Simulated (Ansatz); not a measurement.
The starting structures come from a database of crystals and need not be the phases stable at ambient conditions.

Tunnelling through a barrier is set by its complex band structure: the current falls as exp(−2κd) with the smallest κ.

Input:

```
CELL_PARAMETERS angstrom
      3.86235     0.00000     0.00000
      0.00000     6.73066     0.00000
      1.93118    -1.98625     6.23606
ATOMIC_POSITIONS crystal
  Ta 0.39770 0.20720 0.20460
  Ta 0.60230 0.79280 0.79540
  Ta 0.68852 0.19544 0.62296
  Ta 0.31148 0.80456 0.37704
  N  0.24154 0.14754 0.51692
  N  0.75846 0.85246 0.48308
  N  0.55422 0.13722 0.89156
  N  0.44578 0.86278 0.10844
  O  0.35944 0.50625 0.28112
  O  0.64056 0.49375 0.71888
  O  0.13492 0.79014 0.73016
  O  0.86508 0.20986 0.26984
```

Space group of this cell: C2/m. The cell is taken as given; by r2SCAN its mean pressure is -1.2 GPa.

Transport runs along the normal of the first two printed cell vectors.

The gap is the functional's own, uncorrected, and κ follows it; spin-orbit coupling is left out. Mid-gap values are interpolated between the computed energies.

Question: Predict the band gap and the smallest decay constant κ at mid-gap from r2SCAN (Ansatz, an electronic-structure program).

Answer: Gap 2.66 eV on a 8×6×8 mesh; κ = 0.287 1/Å, at (0.500, 0.500) of the in-plane reciprocal vectors. At the zone centre, at the nearest computed energy, the slowest state has κ = 0.39 1/Å.
